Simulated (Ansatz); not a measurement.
Data:

```
Si
1.0
    0.00000     2.75507     2.75507
    2.75507     0.00000     2.75507
    2.75507     2.75507     0.00000
Si
2
Direct
  0.00000   0.00000   0.00000
  0.25000   0.25000   0.25000
```

No spin polarisation.

Level of theory: LDA in Ansatz (plane waves to 420 eV, PAW, spin-orbit coupling left out). Γ-centred 11×11×11 mesh, Fermi–Dirac width 0.05 eV.

Question: What is the computed gap character?

Answer: Indirect, Γ → Γ–X (87 % along).

Question: What smallest direct gap does the calculation give?

Answer: 2.42 eV.

Question: What is the computed hole mass (degenerate bands, along [100])?

Answer: 0.14, 0.27, 0.27 mₑ (at Γ).

Question: What is the computed electron mass?

Answer: 0.93 mₑ along k, 0.19 mₑ across (off the special points).

The cells carry an imposed strain or load. Effective masses come from finite differences of ±0.01 Å⁻¹. Along k means along the line from Γ to the band edge. No phonon test of stability was made. The cell was made from Si in the diamond structure (space group Fd-3m, No. 227) by this change: isotropic strain +2.00 %.

Ansatz is a program for electronic structure.
